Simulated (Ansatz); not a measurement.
Base system: C in the diamond structure (space group Fd-3m, No. 227).

```cif
data_C2
_chemical_formula_sum 'C2'
_space_group_name_H-M_alt 'P 1'
_space_group_IT_number 1
_cell_length_a 2.51749
_cell_length_b 2.51749
_cell_length_c 2.51749
_cell_angle_alpha 60.000
_cell_angle_beta 60.000
_cell_angle_gamma 60.000
loop_
_space_group_symop_operation_xyz
  'x, y, z'
loop_
_atom_site_label
_atom_site_type_symbol
_atom_site_fract_x
_atom_site_fract_y
_atom_site_fract_z
_atom_site_occupancy
C1 C 0.50000 0.50000 0.50000 1
C2 C 0.75000 0.75000 0.75000 1
```

The values are results of r2SCAN in Ansatz (plane waves to 500 eV, PAW, no SOC), earlier PAW set, not measurements.

Base values:

| Quantity | Result |
|---|---|
| Gap between the host's bands | 4.36 eV |

The change: 0.226 holes added to each cell, a density of 2.0×10^22 cm⁻³, with a uniform compensating background at fixed cell and a 300 K Fermi–Dirac width.

Question: How does this affect the Fermi level from band edge?

Answer: The Fermi level relative to the doped band's edge (positive inside the band; to 0.05 eV) amounts to +1.75 eV.

Question: What happens to the gap between the host's bands?

Answer: The gap between the host's bands rises by 0.18 eV, from 4.36 eV to 4.54 eV.

Charged cell with a jellium background: band edges are those of the host's band count, energies are not comparable with the neutral cell, and many-body gap narrowing is missing. Semilocal Kohn–Sham gaps tend to fall short of experiment. Whether these cells are dynamically stable was not tested.

Ansatz is a first-principles code.
